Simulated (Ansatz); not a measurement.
Seebeck coefficient (μV/K, mean over directions) of n-type AlP (F-43m) against carrier density, HSE06, rigid bands (Ansatz, a first-principles code). Computed gap 2.28 eV; densities at which minority carriers matter at this gap, or further valleys turn the trend, are left out. Conductivity mass 0.33 mₑ (harmonic mean over directions), N_c = 1.7e19 cm⁻³ at 300 K.

```csv
electron density,300 K,500 K
1e16 cm⁻³,-850,-918
1e17 cm⁻³,-652,-719
1e18 cm⁻³,(withheld),-521
3e18 cm⁻³,-360,-427
1e19 cm⁻³,-260,-325
3e19 cm⁻³,-174,-235
1e20 cm⁻³,(withheld),(withheld)
3e20 cm⁻³,-51,-83
1e21 cm⁻³,-27,-45
```

Task: What belongs in the gaps?

Result: 
- 1e18 cm⁻³, 300 K: -454
- 1e20 cm⁻³, 300 K: -97
- 1e20 cm⁻³, 500 K: -146

Rigid bands with a gap fixed in temperature, one relaxation time for all states, no polarons or phonon drag, and whether or not such doping can be reached. Spin-orbit coupling is left out. Geometry: cell and atoms relaxed with PBEsol.
